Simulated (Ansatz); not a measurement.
Base system: TiS₂ in the CdI2 type structure (space group P-3m1, No. 164; a = 3.359 Å, c = 5.520 Å; layered, stacked along the Cartesian z axis; relaxed with 0.1 eV smearing). Axes: x lies along a and z along c of the hexagonal cell.

Level of theory: PBE-D3(BJ)/PAW in Ansatz (an electronic-structure program), no spin-orbit coupling.

For the base:

```
Quantity                        Result
-----------------------------  -------
Shortest interatomic distance  2.409 Å
Pressure                       0.0 GPa
```

Modification: the cell is stretched by 2.45 % along z with no lateral relaxation, atoms relaxed at fixed cell.

Q: What does the calculation give for the energy relative to the base, shortest interatomic distance, pressure and largest internal atomic displacement after the change?

A: The energy increases by 1.7 meV/atom; the shortest interatomic distance grows by 0.003 Å to 2.412 Å; the pressure (mean of the normal stresses, compression positive) goes from zero to -0.5 GPa; the largest internal atomic displacement amounts to 0.030 Å.

The cells carry an imposed strain or load. Stability against distortions was not tested. The final runs are not spin-polarised.
